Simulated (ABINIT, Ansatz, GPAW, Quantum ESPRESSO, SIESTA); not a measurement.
**One structure in several programs: CoAl (Pm-3m, 2 atoms in the cell)**

Self-consistent single point.

```xyz
2
Lattice="2.9069 0.0000 0.0000 0.0000 2.9069 0.0000 0.0000 0.0000 2.9069" Properties=species:S:1:pos:R:3 pbc="T T T"
Al     1.4535     1.4535     1.4535
Co     0.0000     0.0000     0.0000
```

Shared settings, as Ansatz (an electronic-structure program) writes them: kpoints.mp_grid.grid = 15 15 15; scf.occupations.method = fermi_dirac; scf.occupations.width = 0.05 eV. Potentials and cutoffs stand in the table.

```csv
code,model,pressure (GPa),cutoff
GPAW,"PBEsol, GPAW PAW datasets PBEsol (made by gpaw-setup)",-13.31,800 eV
Quantum ESPRESSO,"PBEsol, SSSP 1.1.2 efficiency (PBE) pseudopotentials",-14.54,50 Ry
SIESTA,"GGA PBEsol, numerical atomic orbitals DZP, PseudoDojo PBEsol standard norm-conserving potentials (rewritten from UPF to PSML)",-14.74,grid 350 Ry
Ansatz,"PBEsol, default PAW files made with PBE",-14.24,420 eV
ABINIT,"PBEsol, PAW (JTH v2.0 PBE PAW, files made for PBE)",-13.73,30 Ha
```

On Ansatz's run: spin polarisation is off.

The spread over the programs that give each value: pressure within 1.43 GPa.

SIESTA uses small atom-centred bases, whose incompleteness enters pressures, forces and empty levels differently from a plane-wave cutoff. Ansatz's pressure is given at a fixed set of plane waves, as the other plane-wave codes print theirs; with its correction for the finite basis it is -14.13 GPa.

The starting cell has typed, rounded lattice constants, without a prior relaxation at this level. Its lattice was rescaled by a random factor within 2.5 % of one.

Left out of this page: Elk and FLEUR (not drawn, or without a comparable value).

Keys are those of Ansatz 0.2.
